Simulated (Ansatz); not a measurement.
A series of runs on Sr₂FeO₄ (I4/mmm, 7 atoms in the cell)

```
CELL_PARAMETERS angstrom
     -1.91985     1.91985     6.19083
      1.91985    -1.91985     6.19083
      1.91985     1.91985    -6.19083
ATOMIC_POSITIONS crystal
  Sr 0.64235 0.64235 0.00000
  Sr 0.35765 0.35765 0.00000
  Fe 0.00000 0.00000 0.00000
  O  0.84459 0.84459 0.00000
  O  0.15541 0.15541 0.00000
  O  0.50000 0.00000 0.50000
  O  0.00000 0.50000 0.50000
```
Moments meant for the start (each program seeds them in its own way; μB, in the order of the atoms Sr Sr Fe O O O O): 0.0 0.0 4.0 0.0 0.0 0.0 0.0.

Base run A: Ansatz (a quantum-chemistry and plane-wave program) with PBEsol+U, default PAW files made with PBE, self-consistent single point.

Its settings: kpoints.mp_grid.grid = 14 14 14; kpoints.mp_grid.shift = 0.5 0.5 0.5; hamiltonian.xc = pbesol; hamiltonian.pseudopotentials = {kind: paw} (the program's default PAW files); hamiltonian.hubbard.sites = [{species: Fe, l: d, u_eff: 5.3}] eV; magnetization.spin_polarized = true; scf.occupations.method = cold; scf.occupations.width = 0.1 eV.

The starting cell comes from a database of computed structures (which also holds hypothetical and non-ambient phases and stackings), without a prior relaxation at this level. With one magnetic atom in the cell only a parallel order is possible. With U or open f shells several self-consistent states can exist. Ansatz's pressure includes its estimate of the finite-basis (Pulay) stress.

ΔF is the free energy per atom less that of run A. A dash stands where there is no value to compare (another energy zero or no entropy term, no result, no spin, no clean gap, or a mesh too coarse for one). Total energies depend on the potentials, the functional and any Hubbard or dispersion term, so they are compared only between runs that share all of them.

These are the values that this program gave, and no reference: magnets with a U can end in a higher state.

Run A gave: pressure (GPa) 0.95; largest force (eV/Å) 0.500; size of the net moment (μB/atom) 0.57; Hubbard energy (eV/atom) 0.389.

Runs:
- B: hamiltonian.hubbard.sites: [{species: Fe, l: d, u_eff: 5.3}] eV → default; magnetization.spin_polarized: true → default [PBEsol]
- C: parallel starting moments (0 0 0.2 0 0 0 0 μB)
- D: parallel starting moments (0 0 1 0 0 0 0 μB)
- E: parallel starting moments (0 0 6 0 0 0 0 μB)

Q: What does run B change against A?

A: The pressure goes from 0.95 to -8.30 GPa, the largest force goes from 0.500 to 0.085 eV/Å and the net moment of 0.57 μB/atom is absent without spin.

```json
[
 {"run": "A", "ΔF (meV/atom)": "0.00", "pressure (GPa)": "0.95", "largest force (eV/Å)": "0.500", "size of the net moment (μB/atom)": "0.57", "Hubbard energy (eV/atom)": "0.389"},
 {"run": "B", "ΔF (meV/atom)": "–", "pressure (GPa)": "-8.30", "largest force (eV/Å)": "0.085", "size of the net moment (μB/atom)": "–", "Hubbard energy (eV/atom)": "–"},
 {"run": "C", "ΔF (meV/atom)": "0.00", "pressure (GPa)": "0.95", "largest force (eV/Å)": "0.500", "size of the net moment (μB/atom)": "0.57", "Hubbard energy (eV/atom)": "0.389"},
 {"run": "D", "ΔF (meV/atom)": "0.00", "pressure (GPa)": "0.95", "largest force (eV/Å)": "0.500", "size of the net moment (μB/atom)": "0.57", "Hubbard energy (eV/atom)": "0.389"},
 {"run": "E", "ΔF (meV/atom)": "0.00", "pressure (GPa)": "0.95", "largest force (eV/Å)": "0.500", "size of the net moment (μB/atom)": "0.57", "Hubbard energy (eV/atom)": "0.389"}
]
```

Left out of this page: 1 run of the series stopped by limits of time or memory.

Keys are those of Ansatz 0.2.
